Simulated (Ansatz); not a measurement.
The parent structure is InAgTe₂ in the chalcopyrite structure (space group I-42d, No. 122; a = 6.432 Å, c = 12.766 Å). Axes: x, y, z lie along a, b, c of the conventional cell.

Method: PBEsol, PAW, 420 eV (Ansatz, a first-principles code; spin-orbit coupling left out).

Strains are applied to the cell and any free atomic positions relax.

One change was made to it. Results:

```tsv
quantity	base	after
band gap	0.08 eV	0.14 eV
shortest interatomic distance	2.746 Å	2.723 Å
energy relative to the base (free energy F)	0 meV/atom	+3.0 meV/atom
valence-band top at Γ (three highest levels, from the VBM)	0.00, -0.07, -0.07 eV	0.00, 0.00, -0.08 eV
```

Question: Name the change that was made.
(A) uniaxial strain ε_xx = −0.75 %
(B) uniaxial strain ε_xx = −2.25 %
(C) uniaxial strain ε_xx = −3.00 %

Answer: B, uniaxial strain ε_xx = −2.25 %. For comparison, the energy relative to the base in the other runs: uniaxial strain ε_xx = −3.00 % gives +5.3 meV/atom; uniaxial strain ε_xx = −0.75 % gives +0.3 meV/atom.

Spin-orbit coupling, missing from the scalar runs, can matter with Te. Stability against distortions was not tested. The zero or small gap of InAgTe2 can change with the level of theory.
